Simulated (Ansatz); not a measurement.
SiPbO₃ (model structure, started from the tetragonal perovskite type, P4mm, No. 99, 5 atoms in the cell) was calculated with G0W0@PBEsol in Ansatz (plane waves, hard PAW, contour deformation).

The cell is the one relaxed with PBEsol. Conventional cell: a = 3.4684 Å, b = 3.4684 Å, c = 4.8623 Å, α = 90.00°, β = 90.00°, γ = 90.00°.

One run with a 6×6×4 mesh, response cutoff 100 eV and 244 empty bands, not extrapolated in mesh or basis; no spin–orbit coupling.

Highest filled and lowest empty level by k point (fractions of the reciprocal vectors of the cell (3.468 -0.000 -0.000) (-0.000 3.468 0.000) (-0.000 0.000 4.862) Å; eV from the valence maximum of each method):

| k | PBEsol filled | PBEsol empty | QP filled | QP empty |
|---|---|---|---|---|
| 0 0 0 | -1.62 | 1.84 | -1.95 | 3.10 |
| 0 0 0.25 | -1.59 | 2.21 | ___ | ___ |
| 0 0.167 0.25 | -1.71 | 2.91 | -1.94 | 4.22 |
| 0 0.333 0.25 | -0.80 | 3.33 | -0.91 | 4.46 |
| 0 0.333 -0.5 | -0.91 | 3.83 | -1.03 | 4.99 |
| 0.167 -0.5 0 | -0.56 | 2.81 | -0.64 | 3.88 |
| 0.167 -0.5 0.25 | -0.92 | 3.13 | ___ | ___ |
| 0.333 0.333 0 | -0.72 | 4.05 | -1.00 | 5.24 |

### Question
Estimate the withheld levels to about 0.1 eV.

### Answer

- 0 0 0.25, QP filled: -1.91
- 0 0 0.25, QP empty: 3.49
- 0.167 -0.5 0.25, QP filled: -1.06
- 0.167 -0.5 0.25, QP empty: 4.26

Note: filled d or f shells below the valence bands can shift G0W0 gaps through exchange with them, which wasn't tested here; the relaxation could raise the start's symmetry but not lower it, so the cell can be a saddle point.

A model structure was made by putting elements into a prototype or built by hand; it is no filed structure, need not be a known phase, and can be a saddle point held by its symmetry.

Ansatz is a first-principles code.
